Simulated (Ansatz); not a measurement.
We consider Ca3P2 (model structure, started from the A-La2O3 type, P-3m1, No. 164, 5 atoms in the cell), described by r²SCAN in Ansatz (plane waves, PAW).

Numerical settings: plane-wave cutoff 560 eV, 12×12×6 k mesh (along the axes of the cell as run), Fermi–Dirac smearing 0.01 eV, scalar-relativistic PAW data made under PBE.

Cell (relaxed with PBEsol):

```
Ca3P2
1.0
    4.70369     0.00000     0.00000
   -2.35185     4.07352     0.00000
    0.00000     0.00000     6.58015
P Ca
2 3
Direct
  0.33333   0.66667   0.22249
  0.66667   0.33333   0.77751
  0.00000   0.00000   0.00000
  0.33333   0.66667   0.67123
  0.66667   0.33333   0.32877
```

### Question
What does this level give for the band gap and smallest direct gap on the k points sampled?

### Answer

- band gap = 1.22 eV (indirect)
- smallest direct gap on the k points sampled = 2.06 eV

Note: the relaxation could raise the start's symmetry but not lower it, so the cell can be a saddle point; cell and atoms aren't relaxed at this level (largest force component 0.06 eV/Å, pressure 1.6 GPa).

Computed values are for the static lattice.

It cost around 70 core-seconds (rough) of CPU time.

A model structure was made by putting elements into a prototype or built by hand; it is no filed structure, need not be a known phase, and can be a saddle point held by its symmetry.

Ansatz is an electronic-structure program.
